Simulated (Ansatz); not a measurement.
# Response to strain in ZnS

The reference is ZnS in the zinc blende structure (space group F-43m, No. 216; a = 5.443 Å).

Strains are applied to the cell and any free atomic positions relax.

Level of theory: Ansatz (an electronic-structure program), PBE, PAW, cutoff 420 eV, no spin-orbit coupling.

Candidates:
(a) isotropic strain −1.50 %
(b) isotropic strain −2.50 %
(c) isotropic strain +2.50 %

Before the change:

| Item | Result |
|---|---|
| Band gap | 2.02 eV |

Question: Order them by band gap, lowest first.

Answer: (c) isotropic strain +2.50 % (1.70 eV), (a) isotropic strain −1.50 % (2.21 eV), (b) isotropic strain −2.50 % (2.35 eV)

No phonon test of stability was made.
